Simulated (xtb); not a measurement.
xtb 6.7.1, GFN1-xTB: [CH2]C(C)(C)S, charge 0, multiplicity 2, 14 atoms. The geometry is a generated start, not checked to be a minimum at this level.

```
Property                                                                                                       Result
------------------------  -------------------------------------------------------------------------------------------
method                                                                                                       GFN1-xTB
--acc                                                                                                     1 (default)
--etemp (K)                                                                                             300 (default)
detailed input (--input)  none: ANC optimiser, Lindh (1995) Hessian, microcycle=20, maxdispl=1.0, hlow=0.01 (default)
basis functions                                                                                                    44
valence electrons                                                                                                  31
```

```xyz
14

C      0.4146     0.8127     1.2088
C      0.0759     0.0967     0.0313
C     -0.9684    -0.9889     0.1878
C      1.2389    -0.3225    -0.8456
S     -0.8244     1.5303    -1.0819
H     -0.3023     0.9367     1.9994
H      1.3157     1.3909     1.2576
H     -0.5109    -1.8567     0.6603
H     -1.3599    -1.2914    -0.7804
H     -1.7943    -0.6550     0.8120
H      0.8819    -0.6843    -1.8057
H      1.7919    -1.1201    -0.3549
H      1.9118     0.5130    -1.0182
H     -1.8705     1.6388    -0.2704
```

Charge 0 and multiplicity 2 are set for this test and not shown to be the ground state. GFN-xTB has no spin term: --uhf 1 sets the occupations alone.

The structure is relaxed from this start with --opt LEVEL for the levels crude, sloppy, loose, lax, normal, tight, vtight, extreme, once each. Up to the end of the extreme run atoms move by at most 0.13 Å along an axis.

Problem. What is the loosest level that ends within 1 meV of the extreme run, and how many cycles does it take?

Solution. lax: 9 cycles against 17, ending 0.39 meV above.

```csv
level,cycles,energy above the extreme run (meV),gradient norm (eV/Å)
crude,5,3.4,0.19
sloppy,6,2.3,0.14
loose,6,2.3,0.14
lax,9,0.39,0.085
normal,11,0.068,0.041
tight,13,0.015,0.013
vtight,16,under 0.01,0.0031
extreme,17,—,0.0012
```
